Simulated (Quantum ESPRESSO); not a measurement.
Habitual settings against a tight run: NiGePd (P4/nmm, 6 atoms in the cell)

Self-consistent single point.

```
CELL_PARAMETERS angstrom
      3.67046     0.00000     0.00000
      0.00000     3.67046     0.00000
      0.00000     0.00000     6.32137
ATOMIC_POSITIONS crystal
  Ni 0.50000 0.50000 0.00000
  Ni 0.00000 0.00000 0.00000
  Ge 0.50000 0.00000 0.24401
  Ge 0.00000 0.50000 0.75599
  Pd 0.50000 0.00000 0.63975
  Pd 0.00000 0.50000 0.36025
```

Level of theory: PBEsol, GBRV 1.5 ultrasoft (PBESOL) pseudopotentials (plane waves; Quantum ESPRESSO).

Base settings: ecutwfc = 50 Ry; ecutrho = 400 Ry; occupations = smearing; smearing = mp; degauss = 0.0147 Ry; K_POINTS = automatic 6 6 4 0 0 0; conv_thr = 1e-09 Ry.

Tight run (finer mesh or higher cutoff; not a proven limit): ecutwfc: 50 Ry → 70 Ry; ecutrho: 400 Ry → 560 Ry; conv_thr: 1e-09 Ry → 7.3e-11 Ry; K_POINTS: automatic 6 6 4 0 0 0 → automatic 9 9 6 0 0 0. It gave Fermi level (on the code's own zero) 16.23 eV; pressure -10.42 GPa; largest force (vector length) 0.011 eV/Å.

Quick runs, as changes from the base:
- A: the base itself
- B: ecutwfc: 50 Ry → 40 Ry; ecutrho: 400 Ry → 320 Ry; K_POINTS: automatic 6 6 4 0 0 0 → automatic 2 2 2 1 1 1
- C: ecutwfc: 50 Ry → 30 Ry; ecutrho: 400 Ry → 240 Ry; K_POINTS: automatic 6 6 4 0 0 0 → automatic 3 3 3 1 1 1
- D: ecutwfc: 50 Ry → 25 Ry; ecutrho: 400 Ry → 200 Ry; smearing: mp → fd; degauss: 0.0147 Ry → 0.019992 Ry; K_POINTS: automatic 6 6 4 0 0 0 → automatic 2 2 2 0 0 0
- E: ecutwfc: 50 Ry → 30 Ry; ecutrho: 400 Ry → 240 Ry; smearing: mp → cold; degauss: 0.0147 Ry → 0.0099958 Ry; conv_thr: 1e-09 Ry → 7.3e-05 Ry; K_POINTS: automatic 6 6 4 0 0 0 → automatic 6 6 6 0 0 0

Energies are extrapolated to zero smearing width, which holds to low order in the width alone (under cold and Methfessel-Paxton smearing the free energy itself is taken).

Dashes: pressure of E, not trusted under this conv_thr with d or f elements.

The count of work is k-points × plane waves × bands × iterations; it is no time. Core times come from one kind of shared machine and are given to one figure; runs under 30 s give none.

The starting cell comes from a database of computed structures (which also holds hypothetical and non-ambient phases and stackings), without a prior relaxation at this level. Its lattice was rescaled by a random factor within 2.5 % of one. Spin polarisation is off. In the base run, with a pressure of about -11 GPa the cell is away from its equilibrium volume at this level.

| run | energy less tight (meV/atom) | pressure less tight (GPa) | largest miss in a force vector (eV/Å) | count of work / tight | core time / tight (rough) |
|---|---|---|---|---|---|
| A | 3.7 | -0.12 | 0.022 | 0.28 | 0.3 |
| B | 254.6 | 2.94 | 0.433 | 0.0063 | 0.07 |
| C | 945.4 | -75.97 | 0.132 | 0.026 | 0.09 |
| D | 5304.2 | -327.10 | 0.270 | 0.022 | 0.07 |
| E | 916.8 | – | 0.181 | 0.13 | 0.2 |

Among the runs at the tight run's level, the energy misses run from 3.7 to 5304.2 meV/atom.

Left out of this page: 1 run of the series outside the window shown, repeating another row's setting, or not comparable.
